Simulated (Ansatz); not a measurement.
Input:

```
CELL_PARAMETERS angstrom
      0.00000     2.30988     2.30988
      2.30988     0.00000     2.30988
      2.30988     2.30988     0.00000
ATOMIC_POSITIONS crystal
  Na 0.00000 0.00000 0.00000
  F  0.50000 0.50000 0.50000
```

No spin polarisation.

All numbers come from DFT with PBEsol, PAW potentials and a 420 eV plane-wave cutoff in Ansatz (an electronic-structure program), no spin-orbit coupling. k-mesh 12×12×12 (Γ-centred); smearing 0.05 eV (Fermi–Dirac).

**Question.** Predict the band gap.

**Answer.** 6.23 eV.

**Question.** What gap character does the calculation give?

**Answer.** Direct at Γ.

**Question.** Estimate the width of the top valence band.

**Answer.** 0.59 eV.

**Question.** Estimate the electron mass.

**Answer.** 0.56 mₑ (at Γ).

Load acts through the strain it causes; cell and atoms are relaxed under it. Effective masses come from finite differences of ±0.01 Å⁻¹. Stability against distortions was not tested. The cell was made from NaF in the rock salt structure (space group Fm-3m, No. 225) by this change: pressure 0.3 GPa.
